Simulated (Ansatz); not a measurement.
Start from GaP in the zinc blende structure (space group F-43m, No. 216; a = 5.438 Å).

Computed with PBEsol (Ansatz, a program for electronic structure), no spin-orbit coupling.

Base values:

```
Item                                    Value
-------------  ------------------------------
Gap character  indirect, Γ → Γ–X (87 % along)
```

One thing is altered: 0.121 electrons added to each cell, a density of 3.0×10^21 cm⁻³, with a uniform compensating background at fixed cell and a 300 K Fermi–Dirac width.

Question: What happens to the Fermi level from band edge and gap character?

Answer: The Fermi level relative to the doped band's edge (positive inside the band; to 0.05 eV) is +0.45 eV; the gap character is still indirect, Γ → Γ–X (87 % along).

Carriers are added with a uniform compensating background; total energy and stress of such cells depend on the potential's zero and are not compared; many-body gap narrowing is missing at this level. No phonon test of stability was made.
